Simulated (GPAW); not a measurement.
Input and output of a self-consistent single point for MoN2 (C2/m, 6 atoms in the cell) (GPAW).

Method: PBEsol, GPAW PAW datasets PBEsol (made by gpaw-setup) (plane waves; GPAW).

The change in words: lattice scaled by 0.98. Reference geometry:
```xyz
6
Lattice="5.3604 -1.8675 0.0000 5.3604 1.8675 0.0000 -1.5845 0.0000 3.8701" Properties=species:S:1:pos:R:3 pbc="T T T"
Mo     3.0110     0.0000     2.6787
Mo     6.1254     0.0000     1.1914
N      1.0834     0.0000     1.7163
N      8.0529     0.0000     2.1538
N      4.2034     0.0000     0.6002
N      4.9329     0.0000     3.2699
```

Reference input (self-consistent single point, DFT PBEsol, plane waves, GPAW PAW datasets PBEsol (made by gpaw-setup)): mode = pw; ecut = 900 eV; xc = PBEsol; kpts = 6 6 6; mesh shift (steps) = 0 0 0; occupations.name = fermi-dirac; occupations.width = 0.1 eV; nbands = -14; convergence.forces = 0.001 eV/Å; symmetry.symmorphic = false; symmetry.tolerance = 0.0005; maxiter = 150. This run's input differs from it in these lines:

```diff
@@ -5,5 +5,5 @@
 atoms = Atoms(['Mo', 'Mo', 'N', 'N', 'N', 'N'],
-              cell=[[5.360413, -1.867510, 0.000000],
-                    [5.360413, 1.867510, 0.000000],
-                    [-1.584491, 0.000000, 3.870102]],
+              cell=[[5.253205, -1.830160, 0.000000],
+                    [5.253205, 1.830160, 0.000000],
+                    [-1.552801, 0.000000, 3.792700]],
               scaled_positions=[[0.383150, 0.383150, 0.692160],
```

Output (repeated stretches shortened):

```
     iter     time        total  log10-change:
                         energy   eigst   dens  force
iter:   1 --:--:--   -74.460897
iter:   2 --:--:--   -69.124313   -0.78  -0.76
iter:   3 --:--:--   -59.309955   -0.16  -0.84
iter:   4 --:--:--   -60.329141   -1.50  -1.33
iter:   5 --:--:--   -59.808197   -2.00  -1.17
iter:   6 --:--:--   -58.908064   -1.23  -1.29
iter:   7 --:--:--   -58.936465   -2.92  -2.04
iter:   8 --:--:--   -58.932116   -2.10  -1.86
iter:   9 --:--:--   -58.881789   -2.64  -1.99
iter:  10 --:--:--   -58.875510   -3.71  -2.35
iter:  11 --:--:--   -58.875709c  -4.64  -2.86
iter:  12 --:--:--   -58.875488c  -5.12  -2.94
iter:  13 --:--:--   -58.875267c  -4.76  -3.09
iter:  14 --:--:--   -58.875299c  -5.69  -3.22
iter:  15 --:--:--   -58.875294c  -6.71  -3.33
iter:  16 --:--:--   -58.875249c  -5.60  -3.37
iter:  17 --:--:--   -58.875264c  -6.80  -3.87
iter:  18 --:--:--   -58.875266c  -7.16  -3.96
iter:  19 --:--:--   -58.875264c  -7.97c -4.06c
iter:  20 --:--:--   -58.875264c  -6.31  -4.13c
iter:  21 --:--:--   -58.875264c  -7.56c -4.64c -1.41
iter:  22 --:--:--   -58.875264c  -7.64c -4.66c -2.12
iter:  23 --:--:--   -58.875264c  -7.86c -4.77c -2.07
iter:  24 --:--:--   -58.875263c  -8.93c -4.93c -3.20c
Converged after 24 iterations.

Dipole moment: (-0.000000, -0.000000, -0.000000) |e|*Ang

Energy contributions relative to reference atoms: (reference = -226053.302827)

Kinetic:         +8.034558
Potential:      -23.750358
External:        +0.000000
XC:             -42.679288
Entropy (-ST):   -0.039511
Local:           -0.460419
SIC:             +0.000000
--------------------------
Free energy:    -58.895019
Extrapolated:   -58.875263

Showing only first 2 kpts
 Kpt  Band  Eigenvalues  Occupancy
  0    22      6.38546    1.99895
  0    23      6.48424    1.99719
  0    24      7.25291    0.49198
  0    25      8.85561    0.00000

  1    22      6.34555    1.99930
  1    23      6.54358    1.99492
  1    24      7.05531    1.40360
  1    25      8.42331    0.00001

Fermi level: 7.14090

No gap
   [... lines left out ...]
  0 Mo   -0.03305    0.00000   -0.48670
  1 Mo    0.03305    0.00000    0.48670
  2 N    -0.09606    0.00000   -0.10723
  3 N     0.09606    0.00000    0.10723
  4 N    -0.36822    0.00000    0.32759
  5 N     0.36822    0.00000   -0.32759

Stress tensor:
    -0.017081     0.000000    -0.011025
     0.000000    -0.026239     0.000000
    -0.011025     0.000000    -0.027675
Stress (GPa, Voigt): [-2.7366 -4.204  -4.434   0.     -1.7664  0.    ]
```

The run converged in 24 iterations. GPAW prints stress with tension positive. Against the reference run the free energy drops by 15.8 meV/atom and the largest force goes from 0.591 to 0.493 eV/Å.

At such cutoffs GPAW's stress carries a finite-basis (Pulay) error, which enters relaxed cells too; its log prints stress with tension positive.

The starting cell comes from a database of computed structures (which also holds hypothetical and non-ambient phases and stackings), without a prior relaxation at this level. Its lattice was rescaled by a random factor within 2.5 % of one. For this run, on top of that: lattice scaled by 0.98. Spin polarisation is off.

Cost on one core of a shared machine: roughly 9 min.
